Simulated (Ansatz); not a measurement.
Start from Y in the hcp (Mg type) structure (space group P6_3/mmc, No. 194; a = 3.652 Å, c = 5.703 Å; relaxed with 0.1 eV smearing). Axes: x lies along a and z along c of the hexagonal cell.

Calculations: PBE (Ansatz, an electronic-structure program, PAW, no SOC).

The change: biaxial strain −1.50 %, plane normal [001], relaxed out of plane (Cartesian); in-plane vectors clamped, the third vector and the atoms free.

**Question.** What happens to the out-of-plane strain?

**Answer.** The out-of-plane strain is +0.85 %.

**Question.** Estimate the effect on the in-plane stress.

**Answer.** The mean in-plane stress (compression positive) comes out as +1.4 GPa.

No phonon test of stability was made. All final runs are without spin polarisation.
